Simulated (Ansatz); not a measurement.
Base system: LaN in the zinc blende structure (space group F-43m, No. 216; a = 5.546 Å; a hypothetical phase, not in the database extracts checked). Axes: x, y, z lie along the cube axes.

Now apply this change: biaxial strain −2.90 %, plane normal [001], relaxed out of plane (Cartesian); in-plane vectors clamped, the third vector and the atoms free.

Levels (all Ansatz, an electronic-structure program, PAW): PBEsol (420 eV, scalar-relativistic without spin-orbit coupling); r2SCAN (500 eV, no spin-orbit coupling).

The geometry is relaxed with PBEsol.

- PBEsol band gap: 1.03 eV
- PBEsol gap character: indirect, X → Γ
- PBEsol electron mass: 0.41 mₑ out of plane, 0.38 mₑ in plane (at Γ)

With r2SCAN at the same geometry, the band gap goes up by 0.468 eV (1.03 eV → 1.49 eV); the gap character is still indirect, X → Γ; the electron mass becomes 0.43 mₑ out of plane, 0.40 mₑ in plane (at Γ) (PBEsol: 0.41 mₑ out of plane, 0.38 mₑ in plane (at Γ)).

Single points use the geometry relaxed with PBEsol. Masses are band curvatures over ±0.01 Å⁻¹ around the edge. No phonon test of stability was made. Labels are those of the standard path for the cell's own space group.
